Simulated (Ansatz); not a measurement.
Defects in rock-salt PbTe: Pb vacancy, charge -2; interstitial H, charge +1; interstitial Pb, charge +2; interstitial Li, charge +1. All values below come from PBE, PAW (plane waves to 420 eV; Ansatz, a program for electronic structure).

Barriers are those of the lowest checked hop between equivalent sites, from the lowest site run (climbing-image NEB, static, fixed cells, no finite-size terms; on the finer meshes named, energies are single points at the band's geometries). One hop need not carry long-range diffusion, and untried routes could be lower. Saddle orders were checked for a part of the study's bands only and are not shown. Vacancies start on their lattice site; split forms were not set up. Charge states are imposed. Spin-orbit coupling is left out.

Q: For which of them does this lowest hop between equivalent sites lie under 0.5 eV?

A: interstitial H, charge +1 (0.11 eV). The rest lie higher: Pb vacancy, charge -2 (1.08 eV); interstitial Pb, charge +2 (1.11 eV); interstitial Li, charge +1 (0.71 eV).
